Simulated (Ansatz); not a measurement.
LuSi (Cmcm, No. 63; cell taken from a computed entry): properties by level of theory

| level (code) | bulk modulus B0 (GPa) | cohesive energy (eV/atom) |
|---|---|---|
| LDA (Ansatz) | 110 | 6.00 |
| PBEsol (Ansatz) | 103 | 5.65 |
| r²SCAN (Ansatz) | 101 | 5.34 |

Caveats: the bulk modulus is −V dP/dV from two relaxed cells at ±2 % in volume (LDA, PBEsol, r²SCAN); the relaxation could not lower the start's symmetry, so the cell can be a saddle point above a distorted one (LDA, PBEsol, r²SCAN). Ansatz's density-functional and Hartree–Fock values are scalar-relativistic unless marked +SOC, with PAW data made under PBE.

Unless a cell is named, each level is at its own relaxed cell (LDA 18.80, PBEsol 19.35, r²SCAN 19.83 Å³/atom).

Free atoms are spin-polarised, in the lowest state found; at levels without +SOC their spin–orbit coupling is left out.

Ansatz is a first-principles code.
